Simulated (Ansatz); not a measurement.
Consider Ca(OH)$_{2}$ (space group P-3m1, No. 164; a = 3.561 Å, c = 4.768 Å; layered).

All numbers come from PBEsol, PAW, 420 eV (Ansatz, an electronic-structure program; no SOC).

Base values:

- Gap character: direct at Γ
- Valence-band top at Γ: 0.00, 0.00, -1.22 eV
- Band gap: 4.19 eV
- Volume per atom: 10.47 Å³

The change: cell and atoms relaxed at a pressure of 5 GPa.

Problem. How does this affect the gap character?

Solution. The gap character remains direct at Γ.

Problem. How does this affect the valence-band top at Γ?

Solution. The valence-band top at Γ (three highest levels, from the VBM) becomes 0.00, 0.00, -1.41 eV (base: 0.00, 0.00, -1.22 eV).

Problem. Predict the new band gap.

Solution. The band gap rises by 0.40 eV to 4.59 eV.

Problem. What does the calculation give for the volume per atom after the change?

Solution. The volume per atom falls by 0.986 Å³ (10.47 Å³ → 9.49 Å³).

Load acts through the strain it causes; cell and atoms are relaxed under it. Stability against distortions was not tested. Competing high-pressure phases were not computed. No dispersion term is included in the PBEsol runs.
